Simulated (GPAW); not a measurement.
GPAW run on NbRe (Cmmm, 2 atoms in the cell): self-consistent single point.

Method: PBEsol, GPAW PAW datasets PBEsol (made by gpaw-setup) (plane waves; GPAW).

```yaml
crystal:
  lattice:
    - [1.58475, -2.24947, 0.00000]
    - [1.58475, 2.24947, 0.00000]
    - [0.00000, 0.00000, 4.50583]
  atoms:
    - { symbol: Nb, position: [0.00000, 0.00000, 0.00000] }
    - { symbol: Re, position: [0.50000, 0.50000, 0.50000] }
```

Reference input (self-consistent single point, DFT LDA (Perdew-Wang 92), plane waves, GPAW PAW datasets LDA (gpaw-data 1.0.1)): mode = pw; ecut = 550 eV; xc = LDA; kpts = 13 13 8; mesh shift (steps) = 0 0 0; occupations.name = methfessel-paxton; occupations.width = 0.272 eV; occupations.order = 0; nbands = -6; symmetry.symmorphic = false; symmetry.tolerance = 0.0005; maxiter = 100. This run's input differs from it in these lines:

```diff
@@ -13,3 +13,3 @@
 calc = GPAW(mode={'name': 'pw', 'ecut': 550},
-            xc='LDA',
+            xc='PBEsol',
             kpts={'size': (13, 13, 8), 'gamma': True},
```

Its files differ too (potentials: GPAW PAW datasets PBEsol (made by gpaw-setup)).

Output (repeated stretches shortened):

```
     iter     time        total  log10-change:
                         energy   eigst   dens
iter:   1 --:--:--   -24.986751
iter:   2 --:--:--   -24.809278   -1.03  -1.20
iter:   3 --:--:--   -24.329533   -1.43  -1.22
iter:   4 --:--:--   -24.005513   -1.38  -1.34
iter:   5 --:--:--   -24.071816   -1.28  -1.63
iter:   6 --:--:--   -24.014060   -2.37  -1.90
iter:   7 --:--:--   -23.976081   -2.12  -2.02
iter:   8 --:--:--   -23.976171   -3.34  -2.75
iter:   9 --:--:--   -23.977387c  -3.83  -2.82
iter:  10 --:--:--   -23.976427c  -4.34  -2.60
iter:  11 --:--:--   -23.975575c  -3.50  -2.73
iter:  12 --:--:--   -23.975581c  -4.86  -3.39
iter:  13 --:--:--   -23.975620c  -5.19  -3.56
iter:  14 --:--:--   -23.975585c  -4.93  -3.56
iter:  15 --:--:--   -23.975580c  -6.03  -3.74
iter:  16 --:--:--   -23.975578c  -6.82  -4.38c
iter:  17 --:--:--   -23.975577c  -7.24  -4.44c
iter:  18 --:--:--   -23.975575c  -7.46c -4.44c
Converged after 18 iterations.

Dipole moment: (0.000000, 0.000000, -0.000000) |e|*Ang

Energy contributions relative to reference atoms: (reference = -557404.624901)

Kinetic:         -2.304860
Potential:       -4.359111
External:        +0.000000
XC:             -17.256932
Entropy (-ST):   -0.038827
Local:           -0.035258
SIC:             +0.000000
--------------------------
Free energy:    -23.994988
Extrapolated:   -23.975575

Showing only first 2 kpts
 Kpt  Band  Eigenvalues  Occupancy
  0    11     12.02944    2.00000
  0    12     12.39648    2.00000
  0    13     14.44314    0.00000
  0    14     14.52877    0.00000

  1    11     12.16582    2.00000
  1    12     12.31145    2.00000
  1    13     13.83906    0.00687
  1    14     14.53535    0.00000

Fermi level: 13.31918

No gap
No difference between direct/indirect transitions
Energy (eV): -23.975575

Forces in eV/Ang:
  0 Nb    0.00000    0.00000    0.00000
  1 Re    0.00000    0.00000    0.00000

Stress tensor:
     0.029876     0.000000     0.000000
     0.000000     0.023414     0.000000
     0.000000     0.000000     0.036478
Stress (GPa, Voigt): [4.7866 3.7513 5.8445 0.     0.     0.    ]
```

The run converged in 18 iterations. GPAW prints stress with tension positive. Against the reference run the pressure goes from -10.16 to -4.79 GPa.

The starting cell comes from a database of computed structures (which also holds hypothetical and non-ambient phases and stackings), without a prior relaxation at this level. Its lattice was rescaled by a random factor within 2.5 % of one. Spin polarisation is off. With a pressure of about -5 GPa the cell is away from its equilibrium volume at this level.

Cost on one core of a shared machine: roughly 50 s.
